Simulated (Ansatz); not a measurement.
# Amorphous Si₃₆Ge₁₂

A CHGNet melt-quench gave the starting glass, which DFT then relaxed. The hot cell started wider than the set density and was brought back towards it in steps. It is the lowest in DFT energy of 2 quenches. It is a model cell: composition and starting density were chosen by hand, and all elements were melted together. No dispersion term was used.

The numbers are results of PBE, scalar-relativistic without spin-orbit coupling (plane waves to 420 eV, PAW; Ansatz, a quantum-chemistry and plane-wave program), not measurements. Geometry, pressure, stress and energy are those of the PBE run. Its sampling: a 2×2×2 Γ-centred mesh; Fermi-Dirac width 0.05 eV; no spin polarisation. The levels at the Fermi energy are partly filled. A closed spacing in one fast-quenched cell at PBE doesn't show the material to be a metal.

```json
{
  "number_of_atoms_in_the_cell": "48",
  "Density (held, not predicted)": "2.93 g/cm^3",
  "volume_per_atom": "150.0 bohr^3",
  "Pressure on a 2×2×2 Γ-centred mesh": "-27.3 kbar",
  "Largest force and stress component on that mesh (the relaxation ran on one k-point at (1/4, 1/4, 1/4))": "0.22 eV/Å and 2.8 GPa",
  "Energy relative to silicon + germanium (lowest mix at this level among the phases computed, not always the ambient ones)": "0.275 eV/atom",
  "Gap on a 2×2×2 Γ-centred mesh (PBE)": "within the smearing (under twice its width)"
}
```

Cut-offs for bonds: Si-Si 2.70 Å, Si-Ge 2.80 Å, Ge-Ge 2.85 Å.

| Quantity | Result |
|---|---|
| Mean coordination of Si | 4.03 (35 with 4, 1 with 5) |
| Mean coordination of Ge | 3.92 (2 with 3, 9 with 4, 1 with 5) |
| Mean Si-Si bond | 2.407 Å (spread 0.050 Å, 55 counted) |
| Mean Si-Ge bond | 2.508 Å (spread 0.084 Å, 35 counted) |

Its density started from a set value of 2.93 g/cm³. The quench (nominally 52 K/ps over its main leg) was far faster than any real one, so the model tends to hold more defects than a real film. Values belong to this one cell and scatter from quench to quench. The volume was held where the preparation left it and the shape relaxed, at a PBE pressure of -2.7 GPa (tension). Stress components on the final sampling reach 2.8 GPa. On a 2×2×2 Γ-centred mesh force components of up to 0.22 eV/Å stay, since the relaxation ran on one k-point at (1/4, 1/4, 1/4).
